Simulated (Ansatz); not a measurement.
# Computed paths: Re-vacancy pair in bcc Mo, neutral cell

Consider Re-vacancy pair (Re on one host Mo site, one Mo site vacant) in bcc Mo, neutral cell. All values below come from PBE, PAW (plane waves to 420 eV; Ansatz, a program for electronic structure).

36-site cell at the relaxed PBE lattice, a 2×2×3 k-point mesh shifted by half a step, smearing 0.10 eV, spin-restricted, no finite-size correction. Energies are static. Spin-orbit coupling is left out. Forms of the defect that were not tried may lie lower.

Barriers: single points on a 3×3×5 k-point mesh shifted by half a step at the bands' geometries.

```csv
Route,Start site over the lowest site run (eV),Hop (Å),Forward barrier (eV),Backward barrier (eV),Neighbours at the start,Neighbours at the saddle,Saddle order,"Forward, on the band's own sampling (eV)"
direct exchange of Re with the vacancy (Re-vacancy distance between ideal sites 2.74 Å throughout),0.00,2.76,1.37,1.37,"Mo at 2.70, 2 Mo at 2.71, 4 Mo at 2.73, 3 Mo at 3.14, 2 Mo at 3.16, Mo at 3.18 Å","2 Mo at 2.66, Mo at 2.67, 2 Mo at 2.69, Mo at 2.71, 3 Mo at 3.22 Å","not checked, on a symmetry element",1.35
```

Paths come from nudged elastic bands with a climbing image.  A band can be held on a symmetry element, so unchecked saddle points there may be too high.
